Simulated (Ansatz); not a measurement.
The structure below was relaxed with Ansatz (a program for electronic structure) PBE, no spin-orbit coupling, earlier PAW set.

```yaml
crystal:
  lattice:
    - [-2.03014, 2.03014, 8.60507]
    - [2.03014, -2.03014, 8.60507]
    - [2.03014, 2.03014, -8.60507]
  atoms:
    - { symbol: As, position: [0.25000, 0.75000, 0.50000] }
    - { symbol: As, position: [0.58275, 0.08275, 0.50000] }
    - { symbol: As, position: [0.91725, 0.41725, 0.50000] }
    - { symbol: Al, position: [0.00000, 0.00000, 0.00000] }
    - { symbol: Ga, position: [0.33344, 0.33344, 0.00000] }
    - { symbol: Ga, position: [0.66656, 0.66656, 0.00000] }
```

Q: Find the space group and the Wyckoff positions.

A: Space group I-4m2 (No. 119); a = b = 4.060 Å, c = 17.210 Å, α = β = γ = 90.00°

```csv
atom,site,symmetry,x,y,z
As,2d,-4m2,0.5000,0.0000,0.2500
As,4f,2mm.,0.0000,0.5000,0.0828
Al,2a,-4m2,0.0000,0.0000,0.0000
Ga,4e,2mm.,0.0000,0.0000,0.3334
```

Q: Describe the coordination.

A: The crystal has 12 atoms in its conventional cell. Cell: a = b = 4.060 Å, c = 17.210 Å, α = β = γ = 90.00°. As1 sees 4 Ga at 2.487 Å (tetrahedral). As2 has 2 Al at 2.480 Å and 2 Ga at 2.490 Å (tetrahedral). Al has 4 As at 2.480 Å (tetrahedral). Ga is surrounded by 4 As at 2.487–2.490 Å (tetrahedral). (Neighbours: up to the widest gap in distance over summed covalent radii, below 1.35, at either atom; cation-cation and far metal-metal contacts left out.)

Each cell is one ordered arrangement of few atoms, which overstates ordering effects compared with a random alloy. Whether these cells are dynamically stable was not tested. The cell was made from AlAs by this change: x(Ga) = 0.667, 6 atoms, I-4m2.
